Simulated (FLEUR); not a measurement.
Band structure of TbPb3 (Pm-3m, 4 atoms in the cell).

```
CELL_PARAMETERS angstrom
      4.84365     0.00000     0.00000
      0.00000     4.84365     0.00000
      0.00000     0.00000     4.84365
ATOMIC_POSITIONS crystal
  Tb 0.00000 0.00000 0.00000
  Pb 0.50000 0.50000 0.00000
  Pb 0.00000 0.50000 0.50000
  Pb 0.50000 0.00000 0.50000
```
Moments meant for the start (each program seeds them in its own way; μB, in the order of the atoms Tb Pb Pb Pb): 6.0 0.0 0.0 0.0.

Method: PBEsol, all-electron FLAPW (FLEUR), scalar-relativistic valence.

Settings: Kmax = 3.8 1/bohr; GmaxXC = 15.2 1/bohr; xcFunctional = PBEs; jspins = 2; l_soc = F; mode = hist; fermiSmearingEnergy = 0.00367493 Htr; mesh (inpgen div1-3) = 5 5 5; inpgen gamma flag = false; Gmax = 15.2 1/bohr; numbands = 0; maxIterBroyd = 15; imix = Anderson; alpha = 0.05.

The starting cell comes from a database of computed structures (which also holds hypothetical and non-ambient phases and stackings), without a prior relaxation at this level. Its lattice was rescaled by a random factor within 2.5 % of one. Spin-orbit coupling is off. The f electrons are in the valence without U or exact exchange, which can misplace them near the Fermi level. Spin-orbit terms, which matter for f shells, are left out. Values depend on the basis (sphere radii, cutoffs, local orbitals), which need not be converged.

Levels in eV from the Fermi level, bands 30 to 37 of the first spin channel:
```csv
point,30,31,32,33,34,35,36,37
Γ,-2.44,-2.44,-2.44,1.75,1.83,1.83,1.92,1.92
X,-2.14,-2.14,-1.38,-0.61,0.36,0.36,1.23,1.95
M,-3.78,-0.98,-0.98,-0.85,0.62,0.62,0.68,1.98
R,-3.79,-3.04,-3.04,-3.04,1.08,2.79,2.79,3.27
```
